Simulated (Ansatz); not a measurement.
Given:

```
In3Pd2
1.0
    4.52274     0.00000     0.00000
   -2.26137     3.91681     0.00000
    0.00000     0.00000     5.53563
In Pd
3 2
Cartesian
  0.00000   0.00000   0.00000
  0.00000   2.61121   3.56334
  2.26137   1.30560   1.97229
  0.00000   2.61121   0.82170
  2.26137   1.30560   4.71393
```

Level of theory: PBEsol, DFPT electron-phonon coupling, linearised Boltzmann equation (plane waves, PAW, scalar-relativistic; Ansatz, a first-principles code). How the cell was made: relaxed with this functional, without spin-orbit coupling.

### Question
Estimate the phonon-limited resistivity at 300 K, by direction if it differs.

### Answer
8.0 (x), 8.0 (y), 12.3 (z) μΩ·cm.

### Question
How long is the mean free path there?

### Answer
17.2 (x), 17.2 (y), 16.1 (z) nm, weighted by the current that each state carries. Wires not much wider than this gain resistivity from their walls.

A metal at this level (no band gap). Only scattering by harmonic phonons is included (no impurities, grain boundaries, electron-electron scattering or thermal expansion). Spin-orbit coupling is left out. Halving the electron mesh (24x24x16) moves the resistivity by up to 9 % at 300 K, the mean free path by up to 4 %. Smearing 0.20 eV; phonons on a 4x4x3 q mesh, which this run doesn't test.

Computed structure with no diffraction record at hand here (it may be known, metastable or hypothetical): Pd2In3 (P-3m1).
